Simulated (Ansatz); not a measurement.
## How far PBE and PBEsol part for NiSi, isotropic strain −1.64 %

The reference is NiSi (space group Pnma, No. 62; a = 5.1898 Å, b = 3.3503 Å, c = 5.6236 Å; non-magnetic).

(Cell as relaxed with PBE.)

Levels (all Ansatz, a first-principles code, PAW, earlier PAW set): PBE (420 eV, without spin-orbit coupling); PBEsol (420 eV, no spin-orbit coupling).

Each level relaxes its own structure.

```json
[
 {"base": "volume per atom", "PBE": "12.22 Å³", "PBEsol": "11.80 Å³"},
 {"base": "band gap", "PBE": "zero", "PBEsol": "zero"}
]
```

One thing is altered: the cell is scaled by 0.9836 in all directions; the atoms relax in the strained cell.

```tsv
quantity	PBE	PBEsol
energy relative to the base (free energy F)	+16 meV/atom	___
largest internal atomic displacement	0.015 Å	___
band gap	zero	___
```

Q: What does PBEsol give?

A: 
- energy relative to the base (free energy F), PBEsol: +18 meV/atom
- largest internal atomic displacement, PBEsol: 0.014 Å
- band gap, PBEsol: zero

PBE's energy relative to the base lies 1.1 meV/atom below PBEsol's; the two agree on the band gap. Neither level is exact; PBEsol is the comparison here, not a measurement.

No phonon test of stability was made. Starting moments died away, wholly or in part, for the base; another magnetic solution may exist. The final runs are not spin-polarised.
